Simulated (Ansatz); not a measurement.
Functionals compared on a constructed model of the (111) surface of fcc Pt, a pseudomorphic layer of Pd in the host's stacking (bottom of the slab: a bare face, its two planes held), in Ansatz (plane waves, PAW). The structure was relaxed with PBE; the other rows are single points on it. Cutoff 420 eV (500 eV for r2SCAN).

Model: 7-atom slab, 13.8 Å thick at the start, 15x15x1 mesh, Fermi-Dirac 0.1 eV, dipole correction, 2 atoms held, the rest relaxed; start symmetry kept, larger cells not searched; no spin, no spin-orbit, no U. In PBE it is, or lies within 0.01 eV a 1x1 cell of, the lowest of the 2 structures of its composition computed so far; larger cells were not tried. These notes are the PBE run's.

```tsv
functional	work function of the top face (eV)	rough cost of the single point
PBE	5.14	–
RPBE	?	about 26 core-seconds (a rough figure)
r2SCAN	5.13	about 50 core-seconds (a rough figure)
```

Task: Complete the blanks.

Result: 
- RPBE, work function of the top face (eV): 4.95

Ansatz is a quantum-chemistry and plane-wave program.
